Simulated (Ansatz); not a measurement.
**Short convergence ladders for Ta3Re (I4mm, 4 atoms in the cell)**

```
CELL_PARAMETERS angstrom
      0.00000     3.25370     3.25370
      3.25370     0.00000     3.25370
      3.25370     3.25370     0.00000
ATOMIC_POSITIONS crystal
  Ta 0.25000 0.25000 0.25000
  Ta 0.75000 0.75000 0.75000
  Ta 0.50768 0.50768 0.49232
  Re 0.00000 0.00000 0.00000
```

Base method: PBEsol, default PAW files made with PBE (plane waves; Ansatz, a first-principles code).

Base settings: basis.ecutwfc = 30.9 Ry; kpoints.mp_grid.grid = 7 7 7; hamiltonian.xc = pbesol; hamiltonian.pseudopotentials = {kind: paw} (the program's default PAW files); scf.occupations.method = fermi_dirac; scf.occupations.width = 0.0073 Ry.

The count of work is k-points × plane waves × bands × iterations; it is no time. Core times come from one kind of shared machine, to one figure; runs under 30 s give none.

**The cutoff for other potential files**

Level: DFT, PBEsol, plane waves, harder PAW files (source: ansatz) made with PBE.

In this ladder: hamiltonian.pseudopotentials = {kind: paw, source: ansatz}.

The second cell is the first with its lattice scaled by 0.98.

The mesh stays at the base's, so the ladder's end is converged at best in this setting alone.

The first pressure column holds Ansatz's estimate of the finite-basis (Pulay) stress, which hides part of the cutoff error; the other is without it.

Only quantities that move along the ladder and can be compared are tabulated.

| basis.ecutwfc | free energy less the last step's (meV/atom) | energy of the compressed cell less the first (meV/atom) | pressure (GPa) | pressure without the Pulay estimate (GPa) | largest difference of a force vector from the last step's (eV/Å) | count of work / last | core time / last (rough) |
|---|---|---|---|---|---|---|---|
| 18.4 Ry | 14244.55 | -51.94 | -1.46 | -719.84 | 1.187 | 0.092 | – |
| 22.8 Ry | 2235.48 | -0.95 | -6.38 | -139.81 | 0.036 | 0.15 | – |
| 28.7 Ry | 173.97 | -9.62 | -8.18 | -22.25 | 0.005 | 0.19 | – |
| 34.9 Ry | 8.77 | -7.61 | -8.31 | -9.25 | 0.000 | 0.27 | – |
| 41.2 Ry | 0.92 | -7.50 | -8.29 | -8.32 | 0.000 | 0.35 | 0.4 |
| 49.2 Ry | 0.58 | -7.52 | -8.29 | -8.31 | 0.000 | 0.46 | 0.5 |
| 61.7 Ry | 0.31 | -7.54 | -8.30 | -8.30 | 0.000 | 0.64 | 0.6 |
| 82.3 Ry | 0.00 | -7.54 | -8.30 | -8.30 | 0.000 | 1.0 | 1 |

Coarsest basis.ecutwfc that holds the free energy within 2 meV/atom of the last step, with all finer ones: 41.2 Ry, at 0.35 of the last step's count of work and about 0.4 of the last step's time; the step before is off by 8.8 meV/atom.

Coarsest basis.ecutwfc that holds the forces within 0.02 eV/Å of the last step, with all finer ones: 28.7 Ry, at 0.19 of the last step's count of work; the step before is off by 0.036 eV/Å.

Coarsest basis.ecutwfc that holds the pressure within 0.2 GPa of the last step, with all finer ones: 28.7 Ry, at 0.19 of the last step's count of work; the step before is off by 1.9 GPa.

The energy difference between the two cells stays within 1 meV/atom of the last step's from 34.9 Ry on, the total only from 41.2 Ry on: much of the error is common to both cells and cancels.

At the lowest cutoff the pressure without the Pulay estimate lies 712 GPa under the last step's, the usual sign of Pulay stress in an incomplete plane-wave basis.

**The relaxed cell against the cutoff**

On Ta₃Re (Fm-3m, 4 atoms in the cell): atoms on their sites.

In this ladder: relax = cell and atoms.

The mesh stays at the base's, so the ladder's end is converged at best in this setting alone.

Only quantities that move along the ladder and can be compared are tabulated.

```tsv
basis.ecutwfc	relaxed volume (Å³/atom)	relaxation steps
15.4 Ry	16.784	15
18.4 Ry	16.686	13
21.7 Ry	16.631	9
26.1 Ry	16.619	8
30.9 Ry	16.618	6
37.1 Ry	16.617	6
46.3 Ry	16.617	6
61.7 Ry	16.617	6
```

Coarsest basis.ecutwfc that holds the relaxed volume within 0.083 Å³/atom of the last step, with all finer ones: 18.4 Ry; the step before is off by 0.17 Å³/atom.

At the lowest cutoff the cell relaxes to a volume 1.0 % larger than at the highest. Ansatz relaxes on a stress corrected for the finite basis.

On the base run: the starting cell comes from a database of computed structures (which also holds hypothetical and non-ambient phases and stackings), without a prior relaxation at this level. Its lattice was rescaled by up to half a per cent. One atom was moved a little off its site on purpose. Spin polarisation is off.

Keys are those of Ansatz 0.2.
